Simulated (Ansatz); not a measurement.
## HfN under a change: uniaxial strain ε_zz = −0.50 %

Base system: HfN in the rock salt structure (space group Fm-3m, No. 225; a = 4.502 Å; relaxed with 0.1 eV smearing). Axes: x, y, z lie along the cube axes.

It is then changed as follows: the cell is compressed by 0.50 % along z with no lateral relaxation; the atoms relax in the strained cell.

Calculations: Ansatz (a quantum-chemistry and plane-wave program) PBEsol, no SOC. Settings: 22×22×22 k-points, 0.1 eV Fermi–Dirac smearing.

The space group changes from Fm-3m (No. 225) to I4/mmm (No. 139) and the shortest interatomic distance falls by 0.011 Å, from 2.251 Å to 2.240 Å. The energy goes up by 0.6 meV/atom and the pressure (mean of the normal stresses, compression positive) goes from zero to 1.5 GPa. The band gap remains zero and the stress (xx, yy, zz, yz, xz, xy; compression positive) comes out as (0.6, 0.6, 3.3, 0.0, 0.0, 0.0) GPa.

Cost of the whole job for the changed cell (relaxation, final SCF and bands): about 30 core-seconds (a rough figure).

No phonon test of stability was made. The final runs are not spin-polarised. An odd electron count without spin: HfN.
